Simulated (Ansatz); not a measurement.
Zr: biaxial strain +1.13 %, plane normal [001], relaxed out of plane

Start from Zr in the hcp (Mg type) structure (space group P6_3/mmc, No. 194; a = 3.246 Å, c = 5.151 Å). Axes: x lies along a and z along c of the hexagonal cell.

Now apply this change: tensile biaxial strain of 1.13 % in the plane normal to [001], as in epitaxy on a mismatched substrate; the out-of-plane cell vector and the atoms relax.

Method: r2SCAN, PAW, 500 eV (Ansatz, a program for electronic structure; no SOC). Γ-centred 16×16×9 mesh, Fermi–Dirac width 0.05 eV.

- Volume per atom: 23.84 Å³ (base 23.50 Å³)
- Space group: P6_3/mmc (No. 194) (base P6_3/mmc (No. 194))
- Pressure (mean of the normal stresses, compression positive): -1.3 GPa (base 0.0 GPa)
- Band gap: zero (base zero)
- Out-of-plane strain: -0.80 % (rough)
- Mean in-plane stress (compression positive): -1.9 GPa (rough)

Final structure (turned so that z lies along the plane normal):

```
CELL_PARAMETERS angstrom
      3.28270     0.00000     0.00000
      1.64135     2.84290     0.00000
      0.00000     0.00000     5.10957
ATOMIC_POSITIONS crystal
  Zr 0.33333 0.33333 0.75000
  Zr 0.66667 0.66667 0.25000
```

Without a gap, meshes like the base's 16×16×9 leave anisotropic stresses uncertain by several tenths of a GPa, and small strain energies with them. Stability against distortions was not tested. The final runs are not spin-polarised.
